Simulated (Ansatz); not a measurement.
**MoSi (model structure, started from the TiAs type, P6₃/mmc, No. 194, 8 atoms in the cell): properties by level of theory**

```json
[
 {"level (code)": "PBE (Ansatz)", "lattice constant a (Å)": "2.939", "c axis length (Å)": "15.695"},
 {"level (code)": "PBEsol (Ansatz)", "lattice constant a (Å)": "2.901", "c axis length (Å)": "15.674"},
 {"level (code)": "PBE-D3(BJ) (Ansatz)", "lattice constant a (Å)": "___", "c axis length (Å)": "15.668"}
]
```

Fill in the missing entries.


- PBE-D3(BJ) (Ansatz, an electronic-structure program), lattice constant a (Å): 2.892

Ansatz's density-functional and Hartree–Fock values are scalar-relativistic unless marked +SOC, with PAW data made under PBE.

A model structure was made by putting elements into a prototype or built by hand; it is no filed structure, need not be a known phase, and can be a saddle point held by its symmetry.
